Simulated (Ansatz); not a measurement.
# Rh2Ge, pressure series

The reference is Rh2Ge (space group Pnma, No. 62; a = 5.4147 Å, b = 4.0055 Å, c = 7.5755 Å).

Cell and atoms are relaxed at each pressure.

Method: PBEsol (Ansatz, an electronic-structure program), no spin-orbit coupling, earlier PAW set.

Notes on the quantities. enthalpy: H = E + PV relative to the base's energy.

```json
[
 {"variant": "base", "shortest interatomic distance": "4.670 bohr", "density": "11.26 g/cm³", "enthalpy": "–"},
 {"variant": "pressure −1 GPa", "shortest interatomic distance": "4.675 bohr", "density": "11.21 g/cm³", "enthalpy": "-0.09 eV/atom"},
 {"variant": "pressure 3 GPa", "shortest interatomic distance": "[?]", "density": "11.40 g/cm³", "enthalpy": "+0.25 eV/atom"},
 {"variant": "pressure 7 GPa", "shortest interatomic distance": "4.644 bohr", "density": "11.58 g/cm³", "enthalpy": "+0.59 eV/atom"},
 {"variant": "pressure 15 GPa", "shortest interatomic distance": "[?]", "density": "11.90 g/cm³", "enthalpy": "+1.24 eV/atom"},
 {"variant": "pressure 30 GPa", "shortest interatomic distance": "4.570 bohr", "density": "12.44 g/cm³", "enthalpy": "+2.43 eV/atom"},
 {"variant": "pressure 50 GPa", "shortest interatomic distance": "[?]", "density": "13.05 g/cm³", "enthalpy": "+3.94 eV/atom"},
 {"variant": "pressure 75 GPa", "shortest interatomic distance": "4.454 bohr", "density": "13.70 g/cm³", "enthalpy": "+5.74 eV/atom"},
 {"variant": "pressure 100 GPa", "shortest interatomic distance": "4.397 bohr", "density": "14.26 g/cm³", "enthalpy": "+7.46 eV/atom"}
]
```

Problem. Some entries are withheld; estimate them.

Solution. 
- pressure 3 GPa, shortest interatomic distance: 4.659 bohr
- pressure 15 GPa, shortest interatomic distance: 4.616 bohr
- pressure 50 GPa, shortest interatomic distance: 4.517 bohr

Load acts through the strain it causes; cell and atoms are relaxed under it. Whether these cells are dynamically stable was not tested. Competing high-pressure phases were not computed. The final runs are not spin-polarised.
